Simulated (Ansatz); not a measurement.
We consider PbSnS3 (Pnma, No. 62, 20 atoms in the cell; start mp-1188095), described by PBEsol+SOC in Ansatz (PAW).

Numerical settings: plane-wave cutoff 520 eV, 4×8×2 k mesh (along the axes of the cell as run), Fermi–Dirac smearing 0.01 eV, PAW data made under PBE.

Cell (relaxed with PBE-D3(BJ)):

```cif
data_Pb4S12Sn4
_chemical_formula_sum 'Sn4 Pb4 S12'
_space_group_name_H-M_alt 'Pnma'
_space_group_IT_number 62
_space_group_name_Hall '-P 2ac 2n'
_cell_length_a 8.60147
_cell_length_b 3.82076
_cell_length_c 14.02740
_cell_angle_alpha 90.000
_cell_angle_beta 90.000
_cell_angle_gamma 90.000
loop_
_atom_site_label
_atom_site_type_symbol
_atom_site_symmetry_multiplicity
_atom_site_Wyckoff_symbol
_atom_site_fract_x
_atom_site_fract_y
_atom_site_fract_z
_atom_site_occupancy
Sn1 Sn 4 c 0.17044 0.25000 0.05405 1
Pb1 Pb 4 c 0.02038 0.75000 0.32560 1
S1 S 4 c 0.02040 0.25000 0.89338 1
S2 S 4 c 0.15433 0.25000 0.49310 1
S3 S 4 c 0.29089 0.25000 0.21592 1
```

Problem. What does this level give for the band gap, smallest direct gap on the k points sampled and Γ–Γ gap?

Solution. 
band gap: 0.73 eV
smallest direct gap on the k points sampled: 0.74 eV
Γ–Γ gap: 1.12 eV

Note: cell and atoms aren't relaxed at this level (pressure -0.9 GPa).

The computed numbers hold no vibrational or temperature effects.

Computing time: about 40 core-minutes (a rough figure).

A start named mp-… is a Materials Project structure, which need not be a measured phase.

Ansatz is an electronic-structure program.
